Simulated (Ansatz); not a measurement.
Defect migration in 3C silicon carbide: B-vacancy pair (B on one host C site, one C site vacant), charge state +1. The step: direct exchange of B with the vacancy (B-vacancy distance between ideal sites 3.10 Å throughout); the atom moves 3.04 Å along (0.00, 0.49, -0.49) of the unit cell; the moving atom starts with neighbours Si at 1.88, 2 Si at 1.92, Si at 1.96 Å and ends with Si at 1.88, 2 Si at 1.92, Si at 1.96 Å. DFT values are from Ansatz (plane-wave PAW, 420 eV unless said) in a cell of 64 host sites, spin-restricted, static, with no finite-size correction. The charge state is imposed; whether it is stable for some Fermi level was not computed. Forms of the defect that were not tried may lie lower. For the PBE band: the check of the saddle point's order was inconclusive, and it lies on a symmetry element of the cell, where a band can be held.

```
Level                                                                           Forward barrier (eV)  Cost of the band or of the saddle's single point
------------------------------------------------------------------------------  --------------------  ------------------------------------------------
CHGNet universal potential (has no charge state), its own band                                  1.51                                                 -
PBE, a 2×2×2 k-point mesh shifted by half a step, band relaxed                                  3.81                          roughly 120 core-minutes
PBE, a 3×3×3 k-point mesh shifted by half a step, same geometries                               3.82                            roughly 4 core-minutes
r2SCAN at 500 eV, a 2×2×2 k-point mesh shifted by half a step, same geometries                   ___                          roughly 2.7 core-minutes
```

Task: Fill in the missing entries.

Result: 
- r2SCAN at 500 eV, a 2×2×2 k-point mesh shifted by half a step, same geometries, Forward barrier (eV): 4.21

Ansatz is a first-principles code.
